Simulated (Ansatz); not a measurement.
Base system: HfN in the rock salt structure (space group Fm-3m, No. 225; a = 4.468 Å; relaxed with 0.1 eV smearing). Axes: x, y, z lie along the cube axes.

Level of theory: LDA/PAW in Ansatz (a quantum-chemistry and plane-wave program), no spin-orbit coupling.

Before the change:

```
Quantity   Result
--------  -------
Pressure  0.0 GPa
```

Perturbation: tensile biaxial strain of 1.50 % in the plane normal to [001], as in epitaxy on a mismatched substrate; the out-of-plane cell vector and the atoms relax.

Q: Estimate the effect on the out-of-plane strain and pressure.

A: The out-of-plane strain comes out as -0.50 %; the pressure (mean of the normal stresses, compression positive) goes from zero to -6.8 GPa.

Stability against distortions was not tested. All final runs are without spin polarisation. An odd electron count without spin: HfN.
